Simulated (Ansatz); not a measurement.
Adsorption energy and surface dipole of H on the 1x1 (100) surface of fcc Cu, one in a 2x2 cell, started at the site 'hollow Cu-Cu-Cu-Cu over Cu at depth 1.8 Å', worked from the runs' numbers; total energies count from the potentials' own zero.

Calculation: PBE (plane waves to 420 eV, PAW; Ansatz, a first-principles code).

Slab: 17 atoms, 5.3 Å thick at the start under the adsorbate (thin: gaps and levels are the slab's own); k 6x6x1, smearing 0.1 eV, dipole-corrected; 8 atoms held, the rest relaxed; start symmetry kept, larger cells not searched; no spin, no spin-orbit, no U, no dispersion correction. At the end it is bonded to 4 Cu. In PBE it is, or lies within 0.03 eV of, the lowest of the starts that converged.

```csv
quantity,value
slab with the adsorbate,-106013.878 eV
"clean slab, same cell and mesh",-105997.851 eV
"reference, ½ H2(g)",-15.872 eV
area of the cell,26.35 Å²
change of the step from the bottom to the top vacuum level,0.014 eV
```

Q: What is the adsorption energy against this reference?

A: E(slab + adsorbate) − E(slab) − E(reference) = -0.15 eV, so in this state the adsorbate is more stable than in the reference, at a coverage of 3.79 a nm².
